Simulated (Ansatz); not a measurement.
Consider Al vacancy in wurtzite AlN, charge state -3. The step: one Al atom jumps into the vacancy from a nearby Al site; the atom moves 3.04 Å along (-0.97, 0.00, 0.00) of the unit cell; the moving atom starts with neighbours N at 1.80, N at 1.90, N at 1.92, N at 1.94 Å and ends with N at 1.80, N at 1.90, N at 1.92, N at 1.94 Å. DFT values are from Ansatz (plane-wave PAW, 420 eV unless said) in a cell of 72 host sites, spin-restricted, static, with no finite-size correction. The charge state is imposed; whether it is stable for some Fermi level was not computed. Forms of the defect that were not tried may lie lower. For the PBE band: the saddle point's order was not checked, and it lies on a symmetry element of the cell, where a band can be held.

| Level | Forward barrier (eV) | Cost of the band or of the saddle's single point |
|---|---|---|
| CHGNet universal potential (has no charge state), its own band | 1.63 | - |
| PBE, the Γ point alone, band relaxed | 2.44 | very roughly 6 core-minutes |
| PBE, a 2×2×2 k-point mesh shifted by half a step along c, same geometries | 2.28 | about 80 core-seconds (a rough figure) |
| r2SCAN at 500 eV, the Γ point alone, same geometries | (withheld) | very roughly 60 core-seconds |

Task: Fill in the missing entries.

Result: 
- r2SCAN at 500 eV, the Γ point alone, same geometries, Forward barrier (eV): 2.70

At the Γ point alone and the same geometries, HSE06 less PBE is +0.28 eV for this barrier.

Ansatz is an electronic-structure program.
